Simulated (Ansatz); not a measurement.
Ansatz (a first-principles code) run on RbBi3 (P6_3/mmc, 8 atoms in the cell): self-consistent single point.

Level of theory: PBEsol, PAW files made with PBE (plane waves; Ansatz).

```xyz
8
Lattice="5.8187 0.0000 0.0000 -2.9094 5.0392 0.0000 0.0000 0.0000 10.3259" Properties=species:S:1:pos:R:3 pbc="T T T"
Rb     2.9094     1.6797     7.7444
Rb     0.0000     3.3594     2.5815
Bi     2.9094     1.6797     1.0003
Bi     0.0000     3.3594     9.3256
Bi     0.0000     3.3594     6.1632
Bi     2.9094     1.6797     4.1627
Bi     0.0000     0.0000     7.7444
Bi     0.0000     0.0000     2.5815
```

Reference input (self-consistent single point, DFT, PBEsol, plane waves, PAW files made with PBE): basis.ecutwfc = 420 eV; kpoints.mp_grid.grid = 6 6 3; hamiltonian.xc = pbesol; hamiltonian.pseudopotentials = {kind: paw} (the program's default PAW files); scf.occupations.method = fermi_dirac; scf.occupations.width = 0.1 eV. This run's input differs from it in these lines:

Ansatz 0.2 input:
```diff
@@ -18,3 +18,3 @@
 kpoints:
-  mp_grid: { grid: [6, 6, 3] }
+  mp_grid: { grid: [4, 4, 2] }
 hamiltonian:
```

Output, abridged:

```
SCF iter   1: F=—  HF=-79900.819304 eV  |F-HF|=—  |Δ(HF+E_count)|=         —  Δρ=2.15e-2  dr2=3.60e0  ethr=3.10e-3  ⟨swp⟩=9.4  Hψ=2208  notcnv=0
all-band conjugate gradients solve this SCF's bands
preconditioner: auto → Kerker (q_TF=auto, 2.298 Å⁻¹)
SCF iter   2: F=—  HF=-79899.913594 eV  |F-HF|=—  |Δ(HF+E_count)|=   9.06e-1  Δρ=1.31e-2  dr2=1.60e0  ethr=3.10e-3  ⟨swp⟩=3.0  Hψ=705  notcnv=0  defer=1
   [... lines left out ...]
SCF iter   7: F=—  HF=-79899.199269 eV  |F-HF|=—  |Δ(HF+E_count)|=   9.67e-6  Δρ=6.85e-5  dr2=3.27e-5  ethr=1.71e-7  ⟨swp⟩=2.6  Hψ=938  notcnv=0  defer=1
SCF iter   8: F=—  HF=-79899.199435 eV  |F-HF|=—  |Δ(HF+E_count)|=   1.66e-4  Δρ=2.36e-5  dr2=3.71e-6  ethr=3.03e-8  ⟨swp⟩=2.0  Hψ=875  notcnv=0  defer=1
SCF iter   9: F=—  HF=-79899.199436 eV  |F-HF|=—  |Δ(HF+E_count)|=   1.04e-6  Δρ=5.94e-6  dr2=1.63e-7  ethr=3.43e-9  ⟨swp⟩=2.0  Hψ=631  notcnv=0  defer=1
SCF iter  10: F=-79899.199436 eV  HF=-79899.199436 eV  |F-HF|=5.79e-9  |Δ(HF+E_count)|=   7.37e-8  Δρ=1.63e-6  dr2=8.88e-9  ethr=9.26e-11  ⟨swp⟩=7.6  Hψ=2353  notcnv=0
SCF 1 converged in 10 iterations: F = -79899.199436 eV  dr2 = 8.88e-9
Free energy (F): -79899.199436 eV
Internal energy: -79899.018509 eV  (E = F + TS)
E sigma→0 (E₀):  -79899.108972 eV
Entropy (-TS):   -0.180927 eV (-22.616 meV/atom)
Fermi energy:    7.839609 eV
--- Forces (eV/Å), atoms counted from 1 ---
  atom   1  Rb    -0.00000000    -0.00000000     0.00000000
  atom   2  Rb    -0.00000000     0.00000000     0.00000000
  atom   3  Bi    -0.00000000     0.00000000     0.19702251
  atom   4  Bi     0.00000000    -0.00000000    -0.19702251
  atom   5  Bi     0.00000000    -0.00000000     0.19702251
  atom   6  Bi    -0.00000000     0.00000000    -0.19702251
  atom   7  Bi    -0.00000000     0.00000000     0.00000000
  atom   8  Bi    -0.00000000    -0.00000000     0.00000000
--- Stress (GPa, compression-positive) ---
       -1.835014       0.000000       0.000000
       -0.000000      -1.835014       0.000000
        0.000000       0.000000      -1.837713
  P = ⅓ Tr σ = -1.8359 GPa (-18.359 kbar)
  The stress holds the Pulay correction. Without it, at fixed plane waves, as pw.x and ABINIT print it: P = -1.8440 GPa
```

The run converged in 10 iterations. Against the reference run the free energy drops by 13.4 meV/atom, the pressure goes from -1.70 to -1.84 GPa and the largest force goes from 0.169 to 0.197 eV/Å.

The starting cell comes from a database of computed structures (which also holds hypothetical and non-ambient phases and stackings), without a prior relaxation at this level. Ansatz's pressure includes its estimate of the finite-basis (Pulay) stress.
